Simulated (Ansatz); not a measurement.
ZnGa3N3O (model structure, P3m1, No. 156, 8 atoms in the cell) was calculated with LDA (Ansatz, a quantum-chemistry and plane-wave program, plane waves, PAW).

Run with plane-wave cutoff 520 eV, 18×18×6 k mesh (along the axes of the cell as run), Fermi–Dirac smearing 0.05 eV, scalar-relativistic PAW data made under PBE.

Cell (relaxed at this level):

```
CELL_PARAMETERS angstrom
      3.18769     0.00000     0.00000
     -1.59385     2.76062     0.00000
      0.00000     0.00000    10.35094
ATOMIC_POSITIONS crystal
  Ga 0.66667 0.33333 0.00430
  N  0.66667 0.33333 0.18720
  Ga 0.00000 0.00000 0.25384
  N  0.00000 0.00000 0.43629
  Ga 0.66667 0.33333 0.50349
  N  0.66667 0.33333 0.68710
  Zn 0.00000 0.00000 0.72763
  O  0.00000 0.00000 0.94988
```

Question: What does this level give for the bulk modulus?

Answer: 
- bulk modulus = 145 GPa

The run finds no gap.

Note: the bulk modulus is −V dP/dV from two relaxed cells at ±2 % in volume; the relaxation could raise the start's symmetry but not lower it, so the cell can be a saddle point.

Static lattice: no zero-point or thermal effects.

Cost on a shared machine: very roughly 10 core-minutes.

A model structure was made by putting elements into a prototype or built by hand; it is no filed structure, need not be a known phase, and can be a saddle point held by its symmetry.
